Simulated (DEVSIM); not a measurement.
Structure: Schottky contact on p-type Si, at 300 K.

Layer 1 from the left is Si, thickness (μm) 17.0, Na (cm⁻³) 1.2e17, τn (s) 7.1e-6, τp (s) 7.1e-6. Layer 2 from the left is Si, thickness (μm) 38.0, Na (cm⁻³) 2.9e18, τn (s) 7.1e-6, τp (s) 7.1e-6.

Left contact: Schottky, work function 4.254 eV, emission velocity 1.1e7 cm/s. Right contact: ohmic. Voltage is applied to the left contact. Recombination: SRH at mid-gap, radiative, Auger. Mobility is constant in doping.

This is a model device: material constants are rounded textbook-type values typed into the input, and sizes, dopings and lifetimes were drawn at random. Values at 300 K.

Si: gap (eV) 1.124, affinity (eV) 4.05, permittivity 11.7, Nc (cm⁻³) 2.86e19, Nv (cm⁻³) 3.1e19, μn (cm²/Vs) 1417, μp (cm²/Vs) 470, B (cm³/s) 4.7e-15, Cn (cm⁶/s) 2.8e-31, Cp (cm⁶/s) 9.9e-32.

Simulated with DEVSIM: 1D drift-diffusion, Boltzmann statistics, complete ionisation; no tunnelling, impact ionisation, image-force lowering or self-heating. Metal contacts follow the ideal Schottky-Mott rule: no Fermi-level pinning, no interface dipoles.

Dark forward current:

```tsv
|V| (V)	|J| (A/cm²)
0.05	9.887e-8
0.10	7.782e-7
0.15	5.448e-6
0.20	3.754e-5
0.25	0.0002579
0.30	0.001769
0.35	0.01211
0.40	0.08270
0.45	0.5612
0.50	3.712
0.55	21.70
0.60	86.98
0.65	214.1
0.70	382.6
0.75	574.8
0.80	783.3
0.85	1004
0.90	1231
0.95	1462
1.00	1697
1.05	1934
1.10	2174
```

Work out the local ideality factor n = ΔV / (kT/q · ln(J2/J1)) between the rows 0.15 and 0.20 V, 1.05 and 1.10 V.

kT/q = 25.85 mV. From 0.15 to 0.20 V: ln(3.754e-5/5.448e-6) = 1.930, n = 1.00, near the 1 of diffusion or emission over a barrier. From 1.05 to 1.10 V: ln(2174/1934) = 0.117, n = 16.53; the layers' resistance at their doping, Σ W/(qμN) = 0.00021 Ω cm², would take 49 mV of this step of 50 mV.

Estimate the current at 0.30 V for emission alone, J0 = q v N_band exp(−φB/kT), and read the barrier back from the simulated current.

φB = 0.920 eV, N_band = 3.10e19 cm⁻³, J0 = 1.91e-8 A/cm²; J = J0 (exp(qV/kT) − 1) = 0.00209 A/cm². The simulation gives 0.00177 A/cm²; the estimate lies 18 % above. Read backwards, the simulated current gives an apparent barrier of 0.924 eV. The estimate leaves out transport through the depletion region and minority injection.
